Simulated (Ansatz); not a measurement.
Base system: BaCu2S2 (space group I4/mmm, No. 139; a cell from a computed database, its experimental status unchecked).

```xyz
5
Lattice="-1.9185 1.9185 6.2028 1.9185 -1.9185 6.2028 1.9185 1.9185 -6.2028" Properties=species:S:1:pos:R:3 pbc="T T T"
Ba     0.0000     0.0000     0.0000
Cu     0.0000     1.9185     3.1014
Cu     1.9185     0.0000     3.1014
S      0.0000     0.0000     7.9266
S      0.0000     0.0000     4.4790
```

Cartesian axes are those of the cell as printed.

Method: PBEsol (Ansatz, an electronic-structure program; PAW; 420 eV plane waves; no SOC).

Before the change:

The band gap is 0.36 eV. The gap character is direct at Γ.

Perturbation: uniaxial strain ε_xx = +4.70 %, all other strain components held at zero, atoms relaxed at fixed cell.

Problem. Estimate the effect on the stress, band gap, largest internal atomic displacement, gap character and energy relative to the base.

Solution. The stress (xx, yy, zz, yz, xz, xy; compression positive) comes out as (-6.09, -1.13, -2.15, 0.00, 0.00, 0.00) GPa; the band gap shrinks by 0.03 eV (0.36 eV → 0.33 eV); the largest internal atomic displacement comes out as 0.022 Å; the gap character stays direct at Γ; the energy rises by 17 meV/atom.

Whether these cells are dynamically stable was not tested. All final runs are without spin polarisation. Labels are those of the standard path for the cell's own space group.
